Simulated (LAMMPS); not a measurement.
Surface tension of the liquid across the composition of Cu (fcc) with a share x of Cu sites Pt; each row has its own temperature.

All values are model results, not measurements: classical MD, pair style eam, the elements' _u3.eam files (universal-3 set of Foiles, Baskes and Daw), run in LAMMPS.

```tsv
x	surface tension	T (K)
0.25	0.89 ± 0.02 N/m	1830
0.5	0.95 ± 0.04 N/m	2040
0.75	0.97 ± 0.02 N/m	2240
```

Errors shown are sampling errors alone.
